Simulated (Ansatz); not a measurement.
Ansatz (a program for electronic structure) run on NiTe₂ (P3m1, 3 atoms in the cell): self-consistent single point.

Method: PBEsol, harder PAW files (source: ansatz) made with PBE (plane waves; Ansatz).

```
CELL_PARAMETERS angstrom
      3.88675     0.00000     0.00000
     -1.94337     3.36602     0.00000
      0.00000     0.00000     5.38866
ATOMIC_POSITIONS crystal
  Ni 0.00000 0.00000 0.00928
  Te 0.33333 0.66667 0.24192
  Te 0.66667 0.33333 0.75808
```

Reference input (self-consistent single point, DFT, PBEsol, plane waves, default PAW files made with PBE): basis.ecutwfc = 30.9 Ry; kpoints.mp_grid.grid = 8 8 5; hamiltonian.xc = pbesol; hamiltonian.pseudopotentials = {kind: paw} (the program's default PAW files); scf.occupations.method = gaussian; scf.occupations.width = 0.0073 Ry. This run's input differs from it in these lines:

Ansatz 0.2 input:
```diff
@@ -11,3 +11,3 @@
 basis:
-  ecutwfc: 30.9 Ry
+  ecutwfc: 30.5 Ry
 kpoints:
@@ -16,3 +16,3 @@
   xc: pbesol
-  pseudopotentials: { kind: paw }
+  pseudopotentials: { kind: paw, source: ansatz }
 scf:
```

Log, with long lists cut:

```
SCF iter   1: F=—  HF=-19604.882453 eV  |F-HF|=—  |Δ(HF+E_count)|=         —  Δρ=1.19e-1  dr2=1.68e1  ethr=3.10e-3  ⟨swp⟩=6.3  Hψ=4808  notcnv=0
all-band conjugate gradients solve this SCF's bands
preconditioner: auto → Kerker (q_TF=auto, 2.576 Å⁻¹)
SCF iter   2: F=—  HF=-19602.475366 eV  |F-HF|=—  |Δ(HF+E_count)|=    2.41e0  Δρ=5.66e-2  dr2=4.64e0  ethr=3.10e-3  ⟨swp⟩=3.6  Hψ=2550  notcnv=0  defer=31
   [... lines left out ...]
SCF iter   8: F=—  HF=-19601.493224 eV  |F-HF|=—  |Δ(HF+E_count)|=   1.54e-5  Δρ=9.50e-5  dr2=8.89e-6  ethr=1.55e-7  ⟨swp⟩=3.4  Hψ=2041  notcnv=0  defer=27
SCF iter   9: F=—  HF=-19601.493224 eV  |F-HF|=—  |Δ(HF+E_count)|=   4.16e-7  Δρ=3.65e-5  dr2=1.37e-6  ethr=1.78e-8  ⟨swp⟩=2.6  Hψ=2011  notcnv=0  defer=27
SCF iter  10: F=—  HF=-19601.493224 eV  |F-HF|=—  |Δ(HF+E_count)|=   1.60e-7  Δρ=3.44e-5  dr2=9.54e-7  ethr=2.73e-9  ⟨swp⟩=2.0  Hψ=1552  notcnv=0  defer=27
SCF iter  11: F=-19601.493224 eV  HF=-19601.493224 eV  |F-HF|=3.61e-8  |Δ(HF+E_count)|=   6.56e-8  Δρ=7.17e-6  dr2=4.11e-8  ethr=2.00e-10  ⟨swp⟩=9.2  Hψ=6303  notcnv=0
SCF 1 converged in 11 iterations: F = -19601.493224 eV  dr2 = 4.11e-8
Free energy (F): -19601.493224 eV
Internal energy: -19601.479442 eV  (E = F + TS)
E sigma→0 (E₀):  -19601.486333 eV
Entropy (-TS):   -0.013782 eV (-4.594 meV/atom)
Fermi energy:    12.250702 eV
--- Forces (eV/Å), atoms counted from 1 ---
  atom   1  Ni    -0.00000000    -0.00000000    -0.28701036
  atom   2  Te    -0.00000000     0.00000000    -0.08812142
  atom   3  Te     0.00000000    -0.00000000     0.37513080
--- Stress (GPa, compression-positive) ---
       -5.149864       0.000000      -0.000000
        0.000000      -5.149864      -0.000000
       -0.000000      -0.000000      -4.256855
  P = ⅓ Tr σ = -4.8522 GPa (-48.522 kbar)
  The stress holds the Pulay correction. Without it, at fixed plane waves, as pw.x and ABINIT print it: P = -154.4064 GPa
```

The run converged in 11 iterations. Against the reference run the pressure goes from -3.83 to -4.85 GPa and the largest force goes from 0.353 to 0.375 eV/Å.

The starting cell comes from a database of computed structures (which also holds hypothetical and non-ambient phases and stackings), without a prior relaxation at this level. Its lattice was rescaled by up to half a per cent. One atom was moved a little off its site on purpose. Spin polarisation is off, so a magnetic state, if there is one, cannot be reached. Ansatz's pressure includes its estimate of the finite-basis (Pulay) stress. Without the estimate this run gives -154.41 GPa. The cutoff lies below the one recommended for these files.
